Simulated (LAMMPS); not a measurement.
MD of Ge (diamond structure) at zero pressure, 216 atoms, as a crystal; each row is its own run.

Model: MD with a machine-learned potential, pair style snap, file Ge_Zuo_JPCA2020.snap; code LAMMPS.

| T (K) | volume (Å³/atom) |
|---|---|
| 200 | 24.270 |
| 300 | 24.395 |
| 730 | 25.247 |

**Question.** Fit a straight line, y = a + b x, to these rows (x is the first column, y the second) and predict the run at x = 540.

**Answer.** Least squares gives a = 23.865 and b = 0.001885. At x = 540 the fit predicts 24.882 Å³/atom. The run itself gave 24.785 ± 0.004 Å³/atom, so the fit is 0.39 % high.

Caution: with SNAP Ge_Zuo_JPCA2020.snap the 0 K volume of this crystal is 7 % off the measured one.

Caution (row 730): a run this short can hold a crystal over, or a liquid under, the potential's own melting point, which these runs don't give.
